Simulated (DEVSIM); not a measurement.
System: Si n+/n-/n+ resistor, at 300 K.

Layer 1 from the left is Si, thickness (μm) 0.180, Nd (cm⁻³) 1.1e19, τn (s) 0.00018, τp (s) 0.00018. Layer 2 from the left is Si, thickness (μm) 1.70, Nd (cm⁻³) 5e13, τn (s) 0.00018, τp (s) 0.00018. Layer 3 from the left is Si, thickness (μm) 0.260, Nd (cm⁻³) 5.6e17, τn (s) 0.00018, τp (s) 0.00018.

Left contact: ohmic. Right contact: ohmic. Voltage is applied to the left contact. Recombination: SRH at mid-gap. Mobility is μmin + (μ − μmin)/(1 + (N/Nref)^α).

This is a model device: material constants are rounded textbook-type values typed into the input, and sizes, dopings and lifetimes were drawn at random. Values at 300 K.

Si: gap (eV) 1.124, affinity (eV) 4.05, permittivity 11.7, Nc (cm⁻³) 2.86e19, Nv (cm⁻³) 3.1e19, μn (cm²/Vs) 1417, μp (cm²/Vs) 470, μn,min 52, μp,min 45, Nref,n 9.7e16, Nref,p 2.2e17, αn 0.68, αp 0.72.

Simulated with DEVSIM: 1D drift-diffusion, Boltzmann statistics, complete ionisation; no tunnelling, impact ionisation, image-force lowering or self-heating.

Q: What does the simulation give for the dark forward voltage at 100 A/cm²?

A: dark forward voltage at 100 A/cm² 0.241 V.
